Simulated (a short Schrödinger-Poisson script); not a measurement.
Stack: MOS inversion layer, Al2O3 on p-type Si(110), at 300 K.

From the gate side: 5.3 nm Al2O3; 1800 nm Si, acceptors 5.5e16 cm⁻³.

The device is made up for the run: typed textbook-type constants, with dimensions and the other settings drawn at random. Al2O3: permittivity 9, conduction-band edge (eV) 2.7, gap (eV) 6.8, electron mass (mₑ) 0.3. Si: permittivity 11.7, conduction-band edge (eV) 0, gap (eV) 1.124, Nv at 300 K (cm⁻³) 3.1e19.

Channel valleys (confinement mass, in-plane density-of-states mass, number): Δ4 0.315, 0.324, 4; Δ2 0.19, 0.417, 2. At the gate the conduction-band edge of layer 1 lies 2.91 eV − eVg above the Fermi level of the channel; the field vanishes at the back. Gaps are held at their typed values at every temperature. Mesh 0.03 nm at interfaces.

From a short Schrödinger-Poisson script (our own, NumPy): 1D Poisson equation in equilibrium, electrons quantum, Hartree (BenDaniel-Duke, 12 states a valley, the channel's in-plane mass for all, wave functions free to enter the dielectric), parabolic valleys, classical holes, full ionisation, no traps, pinning or gate leakage.

```tsv
Vg (V)	electrons (cm⁻²)	C (μF/cm²)	Δ4 E0 (meV from the Fermi level)	Δ2 E0 (meV from the Fermi level)
0.1	2.09e9	0.0854	243.2	252.1
0.2	5.60e10	0.304	157.4	166.9
0.3	3.81e11	0.765	106.7	117.2
0.4	9.21e11	0.962	82.4	94.3
0.5	1.55e12	1.05	67.7	80.9
0.6	2.22e12	1.11	57.1	71.6
0.7	2.93e12	1.15	49.0	64.6
0.8	3.65e12	1.18	42.2	59.0
0.9	4.39e12	1.20	36.5	54.4
1	5.15e12	1.22	31.5	50.3
1.1	5.91e12	1.23	27.1	46.8
1.2	6.68e12	1.24	23.1	43.7
1.3	7.46e12	1.25	19.4	40.8
1.4	8.25e12	1.26	16.0	38.2
1.5	9.04e12	1.27	12.8	35.8
1.6	9.83e12	1.28	9.9	33.6
1.7	1.06e13	1.29	7.1	31.5
1.8	1.14e13	1.29	4.4	29.5
```

Gate voltages with under 1e9 electrons/cm² are left out.

**Question.** At Vg = 1.8 V the lowest Δ4 subband lies at 4.4 meV from the Fermi level. How many electrons does it hold, and what share of all?

**Answer.** The two-dimensional density of states is g m/(πħ²) = 5.41e11 cm⁻² meV⁻¹ (both spins), kT = 25.9 meV, so n = D kT ln(1 + exp(−E/kT)) = 8.56e12 cm⁻², 0.75 of the 1.14e13 cm⁻² in all.

**Question.** Compare the slope of the sheet density between 1.6 and 1.8 V with the geometric capacitance of the layers between gate and channel.

**Answer.** q Δn/ΔV = 1.26 μF/cm²; ε0/Σ(t/ε) = 1.50 μF/cm². The ratio is 0.84: the channel acts as a further capacitance in series.
